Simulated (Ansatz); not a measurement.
## One-dimensional RbBr body, 2 atoms a period

Levels: PBE (plane waves to 420 eV, PAW; Ansatz, an electronic-structure program); PBE with spin-orbit coupling (Ansatz); r2SCAN (plane waves to 500 eV, PAW; Ansatz); HSE06 run with Ansatz. Unmarked values and the geometry are of the first. Mesh 1×1×48. No spin polarisation. Periodic along z alone, with about 11 Å of vacuum beside it. A hypothetical model. It keeps the symmetry and period of its start, so it need not be a minimum against all distortions. Pairing along the axis, which can open a gap, is among the distortions not tried. Values not marked SOC lack spin–orbit coupling. HSE06 ran on a 1×1×3 mesh and at PBE's edge points. Buckling under compression is shut out by symmetry and the short period.

- period along the axis (2 atoms) = 6.349 Å
- PBE gap = 4.05 eV, direct at Γ
- electron mass along the axis (PBE) = 0.76 mₑ
- hole mass along the axis (PBE) = 7.0 mₑ
- valence and conduction edges under the vacuum level (PBE) = 5.39 and 1.34 eV
- PBE+SOC gap at this geometry = 3.91 eV
- r2SCAN gap at this geometry = 4.90 eV
- HSE06 gap at this geometry = 5.06 eV
- axial stiffness dF/dε = 12 nN

```
CELL_PARAMETERS angstrom
     11.00000     0.00000     0.00000
      0.00000    11.00000     0.00000
      0.00000     0.00000     6.34901
ATOMIC_POSITIONS crystal
  Rb 0.50000 0.50000 0.00000
  Br 0.50000 0.50000 0.50000
```
